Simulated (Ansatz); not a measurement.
The reference is TiO₂ in the rutile structure (space group P4_2/mnm, No. 136; a = 4.591 Å, c = 2.939 Å).

Now apply this change: a hydrostatic pressure of 3 GPa.

Levels (all Ansatz, an electronic-structure program, PAW): PBEsol (420 eV, no spin-orbit coupling); PBEsol+SOC (420 eV, noncollinear with spin-orbit coupling).

The geometry is relaxed with PBEsol.

| Quantity | Value |
|---|---|
| PBEsol electron mass | 0.53 mₑ along c, 1.1 mₑ across (at Γ) |
| PBEsol lowest conduction level above the VBM at special points | Γ 1.88 eV; M 1.91 eV; R 1.92 eV; X 2.57 eV |
| PBEsol gap character | direct at Γ |
| PBEsol valence-band top at Γ | 0.00, -0.46, -0.46 eV |

### Question
How does going to PBEsol+SOC change the electron mass, lowest conduction level above the VBM at special points, gap character and valence-band top at Γ?

### Answer
The electron mass is still 0.53 mₑ along c, 1.1 mₑ across (at Γ); the lowest conduction level above the VBM at special points becomes Γ 1.88 eV; M 1.91 eV; R 1.91 eV; X 2.57 eV (PBEsol: Γ 1.88 eV; M 1.91 eV; R 1.92 eV; X 2.57 eV); the gap character remains direct at Γ; the valence-band top at Γ (three highest Kramers pairs, from the VBM) goes from 0.00, -0.46, -0.46 eV to 0.00, -0.45, -0.48 eV.

Single points use the geometry relaxed with PBEsol. Differences between runs with and without spin-orbit coupling are approximate. Load acts through the strain it causes; cell and atoms are relaxed under it. Effective masses come from finite differences of ±0.01 Å⁻¹. Whether these cells are dynamically stable was not tested. The runs without spin-orbit coupling are not spin-polarised.
